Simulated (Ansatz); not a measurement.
# Hf: response to strain

The reference is Hf in the hcp (Mg type) structure (space group P6_3/mmc, No. 194; relaxed with 0.1 eV smearing).

```xyz
2
Lattice="3.1174 0.0000 0.0000 -1.5587 2.6997 0.0000 0.0000 0.0000 4.9501" Properties=species:S:1:pos:R:3 pbc="T T T"
Hf     1.5587     0.8999     3.7126
Hf     0.0000     1.7998     1.2375
```

Cartesian axes are those of the cell as printed.

Strains are applied to the cell and any free atomic positions relax.

Calculations: LDA (Ansatz, a quantum-chemistry and plane-wave program; PAW; 420 eV plane waves; without spin-orbit coupling).

Notes on the quantities. energy relative to the base: free energy F; pressure: mean of the normal stresses, compression positive.

| change | energy relative to the base | volume per atom | pressure |
|---|---|---|---|
| base | 0 meV/atom | 20.83 Å³ | 0.0 GPa |
| uniaxial strain ε_zz = −3.00 % | +13 meV/atom | 20.20 Å³ | 4.1 GPa |
| uniaxial strain ε_zz = −1.50 % | +3.2 meV/atom | 20.52 Å³ | 2.0 GPa |
| uniaxial strain ε_zz = −1.00 % | +1.4 meV/atom | 20.62 Å³ | 1.3 GPa |
| uniaxial strain ε_zz = −0.50 % | +0.4 meV/atom | 20.73 Å³ | 0.6 GPa |
| uniaxial strain ε_zz = +0.50 % | ___ | 20.93 Å³ | ___ |
| uniaxial strain ε_zz = +1.50 % | +3.0 meV/atom | 21.14 Å³ | -1.8 GPa |
| uniaxial strain ε_zz = +2.00 % | +5.4 meV/atom | 21.25 Å³ | -2.4 GPa |
| uniaxial strain ε_zz = +2.50 % | +8.3 meV/atom | 21.35 Å³ | -2.9 GPa |
| uniaxial strain ε_zz = +3.00 % | +12 meV/atom | 21.45 Å³ | -3.5 GPa |

Some entries are withheld; estimate them.


- uniaxial strain ε_zz = +0.50 %, energy relative to the base: +0.3 meV/atom
- uniaxial strain ε_zz = +0.50 %, pressure: -0.6 GPa

Stability against distortions was not tested. All final runs are without spin polarisation.
